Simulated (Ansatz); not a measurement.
Reference: MoIr (Pmma), PBEsol, DFPT electron-phonon coupling, linearised Boltzmann equation (plane waves, PAW, scalar-relativistic; Ansatz, a quantum-chemistry and plane-wave program); geometry: relaxed with this functional, without spin-orbit coupling.

```
IrMo
1.0
    4.41572     0.00000     0.00000
    0.00000     2.74393     0.00000
    0.00000     0.00000     4.79201
Mo Ir
2 2
Cartesian
  1.10393   0.00000   3.97272
  3.31179   0.00000   0.81929
  1.10393   1.37197   1.55840
  3.31179   1.37197   3.23361
```

- resistivity at 300 K: 10.0 μΩ·cm
- mean free path at 300 K: 7.9 nm
- electron-phonon coupling λ: 0.47
- logarithmic mean phonon energy: 21 meV

Replace Ir by Rh on the same sites and relax. What happens?

MoRh (Pmma): volume per atom 14.5 to 14.2 Å³; resistivity at 300 K rises (10.0 μΩ·cm to 11.0 μΩ·cm); mean free path at 300 K falls (7.9 nm to 6.7 nm); electron-phonon coupling λ stays about the same (0.47 to 0.50); logarithmic mean phonon energy stays about the same (21 meV to 21 meV).

Moves up to 9 % count as about the same. Metals; harmonic phonons alone scatter; means over directions. The mean free path is weighted by the current that each state carries. Halving the electron mesh moves these values by up to 6 %; q meshes are mostly untested. Spin-orbit coupling is left out.

Formula and space group known from diffraction (Crystallography Open Database), not checked to be the room-temperature form: MoIr (Pmma). Computed structure with no diffraction record at hand here (it may be known, metastable or hypothetical): MoRh (Pmma). The missing spin-orbit coupling matters most for MoIr (Pmma).
